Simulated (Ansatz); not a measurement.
Rock-salt VN (cubic form, which distorts at low temperature): LDA at its full settings (plane-wave cutoff 520 eV, 22×22×22 k mesh, Fermi–Dirac smearing 0.05 eV, no spin polarisation, scalar-relativistic PAW data made under PBE) and at cheaper ones, in a cell of 2 atoms with Γ-centred meshes.

| level and setting | lattice parameter a (Å) | bulk modulus (GPa) |
|---|---|---|
| LDA (Ansatz) | 4.042 | 366 |
| LDA (2×2×2 k mesh) (Ansatz) | 4.051 | 381 |
| LDA (4×4×4 k mesh) (Ansatz) | 4.042 | 365 |

Largest shifts from the full settings: lattice constant a +0.22 % (LDA (2×2×2 k mesh)), against a difference of -2.27 % of the full result from the reference 4.136 Å (measured, room temperature, no zero-point or thermal correction; as tabulated in Friedrich, Winkler, Juarez-Arellano, Bayarjargal, Materials 4, 1648 (2011)); bulk modulus +4.1 % (LDA (2×2×2 k mesh)), against a difference of +38 % of the full result from the reference 265 ± 5 GPa (measured, room temperature, not corrected to a static lattice, sources range from 265 to 300; as tabulated in Synthesis of Binary Transition Metal Nitrides, Carbides and Borides from the …).

Caveats: symmetry holds this phase in the static calculation, where it need not be a minimum (LDA, LDA (2×2×2 k mesh), LDA (4×4×4 k mesh)). Ansatz's density-functional and Hartree–Fock values are scalar-relativistic unless marked +SOC, with PAW data made under PBE.

Run with cheap settings on purpose, which may leave them unconverged: LDA (2×2×2 k mesh), LDA (4×4×4 k mesh).

Ansatz is a first-principles code.
